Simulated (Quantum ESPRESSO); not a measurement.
The steps of a band-structure calculation for Al3Sc (Pm-3m, 4 atoms in the cell) with Quantum ESPRESSO.

Method: PBE, GBRV 1.5 ultrasoft (PBE) pseudopotentials (plane waves; Quantum ESPRESSO 7.5).

Step 1 (scf):

```fortran
&CONTROL
  calculation = 'scf'
  outdir = './tmp/'
  pseudo_dir = './'
  verbosity = 'high'
  tprnfor = .true.
  tstress = .true.
/
&SYSTEM
  ibrav = 1
  celldm(1) = 7.877266659
  nat = 4
  ntyp = 2
  ecutwfc = 50
  ecutrho = 400
  occupations = 'smearing'
  smearing = 'marzari-vanderbilt'
  degauss = 0.0099958
  nbnd = 16
/
&ELECTRONS
  conv_thr = 1.0d-10
/
ATOMIC_SPECIES
Sc    44.9559  sc_pbe_v1.uspp.F.UPF
Al    26.9815  al_pbe_v1.uspp.F.UPF
ATOMIC_POSITIONS {angstrom}
Sc    0.000000000    0.000000000    0.000000000
Al    0.000000000    2.084235000    2.084235000
Al    2.084235000    0.000000000    2.084235000
Al    2.084235000    2.084235000    0.000000000
K_POINTS {automatic}
6 6 6  0 0 0
```

Step 2 (bands):

```fortran
&CONTROL
  calculation = 'bands'
  outdir = './tmp/'
  pseudo_dir = './'
  verbosity = 'high'
/
&SYSTEM
  ibrav = 1
  celldm(1) = 7.877266659
  nat = 4
  ntyp = 2
  ecutwfc = 50
  ecutrho = 400
  occupations = 'smearing'
  smearing = 'marzari-vanderbilt'
  degauss = 0.0099958
  nbnd = 18
/
&ELECTRONS
  conv_thr = 1.0d-10
  startingwfc = 'random'
  diago_thr_init = 1.0d-6
  diagonalization = 'cg'
/
ATOMIC_SPECIES
Sc    44.9559  sc_pbe_v1.uspp.F.UPF
Al    26.9815  al_pbe_v1.uspp.F.UPF
ATOMIC_POSITIONS {angstrom}
Sc    0.000000000    0.000000000    0.000000000
Al    0.000000000    2.084235000    2.084235000
Al    2.084235000    0.000000000    2.084235000
Al    2.084235000    2.084235000    0.000000000
K_POINTS {crystal_b}
8
  0.00000000   0.00000000   0.00000000   8  ! G
  0.00000000   0.50000000   0.00000000   8  ! X
  0.50000000   0.50000000   0.00000000  11  ! M
  0.00000000   0.00000000   0.00000000  13  ! G
  0.50000000   0.50000000   0.50000000  11  ! R
  0.00000000   0.50000000   0.00000000   1  ! X
  0.50000000   0.50000000   0.00000000   8  ! M
  0.50000000   0.50000000   0.50000000   1  ! R
```

Step 3 (bands.x):

```fortran
&BANDS
  outdir = './tmp/'
  filband = 'bands.dat'
  lsym = .false.
/
```

Output of bands (abridged):

```
     Atomic positions and unit cell read from directory:
     ./tmp/pwscf.save/
     G-vector sticks info
     --------------------
     sticks:   dense  smooth     PW     G-vecs:    dense   smooth      PW
     Sum        1977     989    293                65867    23439    3887

     bravais-lattice index     =            1
     lattice parameter (alat)  =       7.8773  a.u.
     unit-cell volume          =     488.7949 (a.u.)^3
   [... lines left out ...]

     number of k points=    61  Marzari-Vanderbilt smearing, width (Ry)=  0.0100
                       cart. coord. in units 2pi/alat
        k(    1) = (   0.0000000   0.0000000   0.0000000), wk =   0.0327869
        k(    2) = (   0.0000000   0.0625000   0.0000000), wk =   0.0327869
        k(    3) = (   0.0000000   0.1250000   0.0000000), wk =   0.0327869
   [... 58 lines left out ...]

     Dense  grid:    65867 G-vectors     FFT dimensions: (  54,  54,  54)

     Smooth grid:    23439 G-vectors     FFT dimensions: (  36,  36,  36)

     The potential is recalculated from file :
     ./tmp/pwscf.save/charge-density

     Band Structure Calculation
     CG style diagonalization

     ethr =  1.00E-06,  avg # of iterations = 29.9

     End of band structure calculation

          k = 0.0000 0.0000 0.0000 (  2945 PWs)   bands (ev):

   -40.6118 -19.2913 -19.2913 -19.2913  -1.1628   6.0250   6.0250   6.7841
     6.7841   6.7841   9.8601   9.8601   9.8601   9.8928  12.8639  12.8639
    13.5649  13.5649

          k = 0.0000 0.0625 0.0000 (  2929 PWs)   bands (ev):

   -40.6118 -19.2922 -19.2912 -19.2912  -1.1284   5.6364   6.0532   6.7908
     6.7908   7.0789   9.8362   9.8362   9.8702  10.0409  12.5118  12.9072
    13.5982  13.5984

   [... 59 blocks of this kind left out ...]
```

Output of bands.x (abridged):

```
     Reading xml data from directory:

     ./tmp/pwscf.save/

     G-vector sticks info
     --------------------
     sticks:   dense  smooth     PW     G-vecs:    dense   smooth      PW
     Sum        1977     989    293                65867    23439    3887

     Reading collected, re-writing distributed wavefunctions
     high-symmetry point:  0.0000 0.0000 0.0000   x coordinate   0.0000
     high-symmetry point:  0.0000 0.5000 0.0000   x coordinate   0.5000
     high-symmetry point:  0.5000 0.5000 0.0000   x coordinate   1.0000
     high-symmetry point:  0.0000 0.0000 0.0000   x coordinate   1.7071
     high-symmetry point:  0.5000 0.5000 0.5000   x coordinate   2.5731
     high-symmetry point:  0.0000 0.5000 0.0000   x coordinate   3.2802
     high-symmetry point:  0.5000 0.5000 0.0000   x coordinate   3.2802
     high-symmetry point:  0.5000 0.5000 0.5000   x coordinate   3.7802

     Plottable bands (eV) written to file bands.dat.gnu
     Bands written to file bands.dat

   JOB DONE.
```

The starting cell has typed, rounded lattice constants, without a prior relaxation at this level. Its lattice was rescaled by a random factor within 2.5 % of one.
